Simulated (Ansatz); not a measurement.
Consider Ag in the fcc (Cu type) structure (space group Fm-3m, No. 225; a = 4.148 Å; relaxed with 0.1 eV smearing). Axes: x, y, z lie along the cube axes.

Level of theory: PBE in Ansatz (plane waves to 420 eV, PAW, no SOC).

Modification: the cell is scaled by 1.0146 in all directions; the atoms relax in the strained cell.

**Question.** Predict the stress tensor and what it implies for the stiffness.

**Answer.** Stress of the strained cell less that of the base (GPa, compression positive):
```
   -3.5     0.0     0.0
    0.0    -3.5     0.0
    0.0     0.0    -3.5
```

Then B = −ΔP/(ΔV/V₀) with ΔV/V₀ = 0.0444 gives secant stiffness values (nonlinear terms included at this strain): B ≈ 78 GPa.

As a check, the harmonic strain energy −½ V₀ Δσ:ε is 8.5 meV/atom; the computed energy rise is 9.0 meV/atom.

No phonon test of stability was made.

Ansatz is an electronic-structure program.
